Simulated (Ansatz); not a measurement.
Results of r²SCAN (Ansatz, a quantum-chemistry and plane-wave program, PAW) for TiO2 (I4₁/amd, No. 141, 6 atoms in the cell; start mp-34688; metastable phase).

Numerical settings: plane-wave cutoff 560 eV, 10×10×10 k mesh, Fermi–Dirac smearing 0.01 eV, no spin polarisation, scalar-relativistic PAW data made under PBE.

Cell (relaxed with PBEsol):

```cif
data_O8Ti4
_chemical_formula_sum 'Ti4 O8'
_space_group_name_H-M_alt 'I41/amd :1'
_space_group_IT_number 141
_space_group_name_Hall 'I 4bw 2bw -1bw'
_cell_length_a 3.76979
_cell_length_b 3.76979
_cell_length_c 9.55244
_cell_angle_alpha 90.000
_cell_angle_beta 90.000
_cell_angle_gamma 90.000
loop_
_atom_site_label
_atom_site_type_symbol
_atom_site_symmetry_multiplicity
_atom_site_Wyckoff_symbol
_atom_site_fract_x
_atom_site_fract_y
_atom_site_fract_z
_atom_site_occupancy
Ti1 Ti 4 b 0.00000 0.00000 0.50000 1
O1 O 8 e 0.00000 0.00000 0.29247 1
```
(The calculation used a cell of 6 atoms; values per cell refer to that cell.)

Predict the band gap, smallest direct gap on the k points sampled and Γ–Γ gap.


band gap: 2.54 eV (indirect)
smallest direct gap on the k points sampled: 2.88 eV
Γ–Γ gap: 3.03 eV

Note: cell and atoms aren't relaxed at this level (pressure 1.6 GPa).

Computed values are for the static lattice.

The result took around 28 core-seconds (rough).

A start named mp-… is a Materials Project structure, which need not be a measured phase.
